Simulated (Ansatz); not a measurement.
W₂C (Pbcn, No. 60; cell taken from a computed entry)

Method: LDA (Ansatz, an electronic-structure program, plane waves, PAW).

Run with plane-wave cutoff 500 eV, 8×8×8 k mesh, Fermi–Dirac smearing 0.05 eV, no spin polarisation, scalar-relativistic PAW data made under PBE.

Cell (relaxed at this level):

```yaml
crystal:
  lattice:
    - [4.68802, 0.00000, 0.00000]
    - [0.00000, 6.00910, 0.00000]
    - [0.00000, 0.00000, 5.15582]
  atoms:
    - { symbol: W, position: [0.24395, 0.12302, 0.08102] }
    - { symbol: W, position: [0.75605, 0.87698, 0.91898] }
    - { symbol: W, position: [0.25605, 0.37698, 0.58102] }
    - { symbol: W, position: [0.74395, 0.62302, 0.41898] }
    - { symbol: W, position: [0.74395, 0.37698, 0.91898] }
    - { symbol: W, position: [0.25605, 0.62302, 0.08102] }
    - { symbol: W, position: [0.75605, 0.12302, 0.41898] }
    - { symbol: W, position: [0.24395, 0.87698, 0.58102] }
    - { symbol: C, position: [0.50000, 0.12183, 0.75000] }
    - { symbol: C, position: [0.50000, 0.87817, 0.25000] }
    - { symbol: C, position: [0.00000, 0.37817, 0.25000] }
    - { symbol: C, position: [0.00000, 0.62183, 0.75000] }
```

For W₂C (Pbcn, No. 60; cell taken from a computed entry), the band gap is zero (no gap).

Note: the relaxation could not lower the start's symmetry, so the cell can be a saddle point above a distorted one.

Spin–orbit coupling is not included.

The computed numbers hold no vibrational or temperature effects.
